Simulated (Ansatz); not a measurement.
# SiO2, response to strain

Start from SiO2 (space group P3_221, No. 154; a = 5.022 Å, c = 5.510 Å). Axes: x lies along a and z along c of the hexagonal cell.

Strains are applied to the cell and any free atomic positions relax.

Calculations: Kohn–Sham DFT with the PBE functional, run in Ansatz (a quantum-chemistry and plane-wave program) with PAW and 420 eV plane waves, spin-orbit coupling left out.

Notes on the quantities. energy relative to the base: free energy F.

| variant | band gap | smallest direct gap | energy relative to the base |
|---|---|---|---|
| base | 5.68 eV | 6.01 eV | 0 meV/atom |
| uniaxial strain ε_zz = +1.50 % | 5.64 eV | 5.96 eV | +0.8 meV/atom |
| uniaxial strain ε_zz = +2.25 % | 5.60 eV | 5.91 eV | +1.8 meV/atom |
| uniaxial strain ε_zz = +3.00 % | ___ | ___ | ___ |

Q: Some entries are withheld; estimate them.

A: 
- uniaxial strain ε_zz = +3.00 %, band gap: 5.57 eV
- uniaxial strain ε_zz = +3.00 %, smallest direct gap: 5.82 eV
- uniaxial strain ε_zz = +3.00 %, energy relative to the base: +3.2 meV/atom

No phonon test of stability was made.
